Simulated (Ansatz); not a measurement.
Start from LiF in the rock salt structure (space group Fm-3m, No. 225; a = 4.008 Å). Axes: x, y, z lie along the cube axes.

Structures relaxed with Ansatz (a quantum-chemistry and plane-wave program), PBEsol, PAW, cutoff 420 eV, no spin-orbit coupling.

Base:

Simulated powder pattern, Co Kα, λ = 1.79026 Å (kinematic, ideal powder, no thermal factors, no anomalous dispersion; the 10 strongest lines at most, above 2 %, up to 2θ = 90°):

| 2θ (°) | I/Imax (%) | hkl |
|---|---|---|
| 45.52 | 75 | (111) |
| 53.06 | 100 | (200) |
| 78.35 | 51 | (220) |

One thing is altered: compressive biaxial strain of 1.67 % in the plane normal to [111], as in epitaxy on a mismatched substrate; the out-of-plane cell vector and the atoms relax.

Question: Where do the lines fall after the change?

Answer: 
Simulated powder pattern, Co Kα, λ = 1.79026 Å (kinematic, ideal powder, no thermal factors, no anomalous dispersion; the 10 strongest lines at most, above 2 %, up to 2θ = 90°):

```tsv
2θ (°)	I/Imax (%)	hkl
45.20	20	(111)
46.21	55	(1 1 -1)
53.59	100	(200)
78.48	26	(220)
79.95	25	(2 0 -2)
```

The indices refer to the base's conventional cell; one index is shown for lines that coincide. The space group is now R-3m (No. 166).

Whether these cells are dynamically stable was not tested.
